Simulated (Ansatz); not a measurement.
Start from Mg₂Si (space group Fm-3m, No. 225).

```
CELL_PARAMETERS angstrom
      0.00000     3.16298     3.16298
      3.16298     0.00000     3.16298
      3.16298     3.16298     0.00000
ATOMIC_POSITIONS crystal
  Si 0.00000 0.00000 0.00000
  Mg 0.25000 0.25000 0.25000
  Mg 0.75000 0.75000 0.75000
```

Cartesian axes are those of the cell as printed.

Computed with PBEsol (Ansatz, an electronic-structure program, PAW, no spin-orbit coupling).

For the base:

| Quantity | Value |
|---|---|
| Valence-band top at Γ | 0.00, 0.00, 0.00 eV |
| Smallest direct gap | 1.87 eV |
| Band gap | 0.12 eV |

The change: a free-standing slab of 4 layers (12 atoms, 3 a layer) is cut normal to [111], with 15 Å of vacuum and the in-plane cell held at bulk.

Task: What happens to the valence-band top at Γ, smallest direct gap, band gap, excess energy per area of both faces and gap character?

Result: The valence-band top at Γ (three highest levels, from the VBM) changes from 0.00, 0.00, 0.00 eV to 0.00, 0.00, -0.21 eV; the smallest direct gap decreases by 0.71 eV to 1.16 eV; the band gap increases by 0.266 eV, from 0.12 eV to 0.38 eV; the excess energy per area of both faces (slab less bulk energy over the cell's area: twice a surface energy) amounts to 1.3 J/m² (uncertain by up to 0.1 J/m²); the gap character comes out as indirect, Γ → M.

Slab and bulk use different k-meshes, which limits the precision of the excess energy. Stability against distortions was not tested. The zero or small gap of Mg2Si can change with the level of theory. Labels are those of the standard path for the cell's own space group.
